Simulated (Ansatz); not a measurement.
Quartz-high SiO2 (high-temperature phase)

These are r²SCAN-D4 (Ansatz, an electronic-structure program, PAW) values and carry that method's errors.

Run with plane-wave cutoff 500 eV, 12×12×8 k mesh (along the axes of the cell as run), gaussian smearing 0.02 eV, scalar-relativistic PAW data made under PBE.

Cell: relaxed at this level.

```json
{
 "volume_per_atom": "13.61 Å³/atom",
 "lattice_constant_a": "5.054 Å",
 "lattice_parameter_c": "5.539 Å",
 "band_gap": "6.31 eV (on the SCF k mesh)"
}
```

Note: symmetry holds this phase in the static calculation, where it need not be a minimum; held by symmetry at 0 K, a high-temperature phase can be a saddle point.

The computed numbers hold no vibrational or temperature effects.
